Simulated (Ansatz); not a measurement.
```yaml
crystal:
  lattice:
    - [-1.71524, 1.71524, 1.71524]
    - [1.71524, -1.71524, 1.71524]
    - [1.71524, 1.71524, -1.71524]
  atoms:
    - { symbol: Li, position: [0.00000, 0.00000, 0.00000] }
```

The run noted for some of its cells that some bands missed the eigensolver's tolerance.

**Question.** What linear thermal expansion coefficient does quasi-harmonic approximation on DFT at the PBEsol level (Ansatz, an electronic-structure program) give at 200 K, and what isobaric heat capacity per mole of formula units and Grüneisen parameter?

**Answer.** α = 36.1 × 10⁻⁶ K⁻¹; C_P = 21.0 J/(mol K); γ = 0.82. No phase change or melting is allowed for: the numbers belong to this structure as given.
